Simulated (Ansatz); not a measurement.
For ZnSnSb2 (P-4m2, No. 115, 4 atoms in the cell; start mp-1215452), PBEsol (Ansatz, an electronic-structure program, plane waves, PAW) gives:

```
Item                       Result
-------------------  ------------
lattice constant a        4.461 Å
lattice parameter c       6.230 Å
bulk modulus B0          47.7 GPa
cohesive energy      2.85 eV/atom
```

Q: What does r²SCAN in Ansatz (PAW) give for the same quantities?

A: 
- lattice constant a: 4.483 Å (grows by 0.5 %)
- lattice parameter c: 6.276 Å (goes up by 0.7 %)
- bulk modulus: 48.0 GPa (grows by 0.6 %)
- cohesive energy: 2.56 eV/atom (drops by 0.29 eV/atom)

Changes are worked out from the printed values.

Unless a cell is named, each level is at its own relaxed cell (PBEsol 31.00, r²SCAN 31.53 Å³/atom).

Levels without +SOC leave out spin–orbit coupling, which shifts energies and cells of such heavy elements.

Caveats: the bulk modulus is −V dP/dV from two relaxed cells at ±2 % in volume (PBEsol, r²SCAN); the relaxation could not lower the start's symmetry, so the cell can be a saddle point above a distorted one (PBEsol, r²SCAN). Ansatz's density-functional and Hartree–Fock values are scalar-relativistic unless marked +SOC, with PAW data made under PBE.

A start named mp-… is a Materials Project structure, which need not be a measured phase.
